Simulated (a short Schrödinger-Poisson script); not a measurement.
**MOS inversion layer, Al2O3 on p-type Si(100)**

Structure: MOS inversion layer, Al2O3 on p-type Si(100), at 400 K.

```
layer  material  thickness (nm)  Na (cm⁻³)
-----  --------  --------------  ---------
1         Al2O3             2.3          -
2            Si             780       9e17
```

The device is made up for the run: typed textbook-type constants, with dimensions and the other settings drawn at random. Al2O3: permittivity 9, conduction-band edge (eV) 2.7, gap (eV) 6.8, electron mass (mₑ) 0.3. Si: permittivity 11.7, conduction-band edge (eV) 0, gap (eV) 1.124, Nv at 300 K (cm⁻³) 3.1e19.

Channel valleys (confinement mass, in-plane density-of-states mass, number): Δ2 0.916, 0.19, 2; Δ4 0.19, 0.417, 4. At the gate the conduction-band edge of layer 1 lies 3.21 eV − eVg above the Fermi level of the channel; the field vanishes at the back. Gaps are held at their typed values at every temperature. Mesh 0.03 nm at interfaces.

From a short Schrödinger-Poisson script (our own, NumPy): 1D Poisson equation in equilibrium, electrons quantum, Hartree (BenDaniel-Duke, 12 states a valley, the channel's in-plane mass for all, wave functions free to enter the dielectric), parabolic valleys, classical holes, full ionisation, no traps, pinning or gate leakage.

```tsv
Vg (V)	electrons (cm⁻²)	C (μF/cm²)	Δ2 E0 (meV)	Δ2 E1 (meV)	Δ4 E0 (meV)	Δ4 E1 (meV)
0.3	5.05e7	0.316	426.3	494.7	479.1	590.0
0.35	1.73e8	0.306	383.0	453.3	437.2	551.3
0.4	5.96e8	0.299	339.6	411.6	394.9	512.2
0.45	2.07e9	0.295	295.9	369.6	352.5	472.7
0.5	7.19e9	0.306	252.3	327.7	310.0	433.1
0.55	2.47e10	0.358	209.2	286.2	268.0	393.9
0.6	7.98e10	0.521	168.0	246.7	228.0	356.5
0.65	2.24e11	0.853	131.6	212.1	192.9	323.9
0.7	5.05e11	1.26	102.5	185.3	165.4	298.8
0.75	9.18e11	1.59	80.4	165.9	145.3	281.0
0.8	1.43e12	1.82	63.6	151.8	130.5	268.3
0.85	2.01e12	1.99	50.2	141.3	119.2	259.1
0.9	2.64e12	2.11	39.0	133.1	110.2	252.0
0.95	3.30e12	2.19	29.5	126.5	102.8	246.5
1	3.99e12	2.26	21.1	121.1	96.5	242.0
1.05	4.70e12	2.32	13.6	116.5	91.1	238.3
1.1	5.43e12	2.37	6.8	112.5	86.3	235.2
1.15	6.17e12	2.41	0.5	109.0	82.0	232.5
1.2	6.93e12	2.44	-5.4	105.9	78.0	230.2
1.25	7.69e12	2.47	-10.9	103.2	74.4	228.2
1.3	8.47e12	2.50	-16.2	100.7	71.0	226.3
```

Subbands count from the Fermi level.
